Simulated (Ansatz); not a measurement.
## AlZnNO (model structure, started from the AlSiCN type, P3m1, No. 156, 4 atoms in the cell): properties by level of theory

```
level (code)     lattice parameter a (Å)  lattice parameter c (Å)  bulk modulus (GPa)  cohesive energy (eV/atom)  band gap (eV)
---------------  -----------------------  -----------------------  ------------------  -------------------------  -------------
LDA (Ansatz)                       3.108                    5.090                 [?]                       5.63            [?]
PBE (Ansatz)                         [?]                    5.207                 [?]                       4.68            [?]
PBEsol (Ansatz)                      [?]                    5.145                 174                        [?]            [?]
r²SCAN (Ansatz)                    3.135                    5.150                 181                       4.86            [?]
```

Question: Complete the blanks.

Answer: 
- LDA (Ansatz, a quantum-chemistry and plane-wave program), bulk modulus (GPa): 188
- LDA (Ansatz), band gap (eV): 2.43
- PBE (Ansatz), lattice parameter a (Å): 3.167
- PBE (Ansatz), bulk modulus (GPa): 162
- PBE (Ansatz), band gap (eV): 2.20
- PBEsol (Ansatz), lattice parameter a (Å): 3.138
- PBEsol (Ansatz), cohesive energy (eV/atom): 5.08
- PBEsol (Ansatz), band gap (eV): 2.25
- r²SCAN (Ansatz), band gap (eV): 2.84

Computed values are for a static lattice.  Each level is taken at its own relaxed cell. Cutoffs differ between the levels. Ansatz's density-functional and Hartree–Fock values are scalar-relativistic unless marked +SOC, with PAW data made under PBE.

Caveats: the bulk modulus is −V dP/dV from two relaxed cells at ±2 % in volume (LDA, PBE, PBEsol, r²SCAN). Ansatz's density-functional and Hartree–Fock values are scalar-relativistic unless marked +SOC, with PAW data made under PBE.

Free atoms are spin-polarised, in the lowest state found; at levels without +SOC their spin–orbit coupling is left out.

Static lattice: no zero-point or thermal effects.

A model structure was made by putting elements into a prototype or built by hand; it is no filed structure, need not be a known phase, and can be a saddle point held by its symmetry.
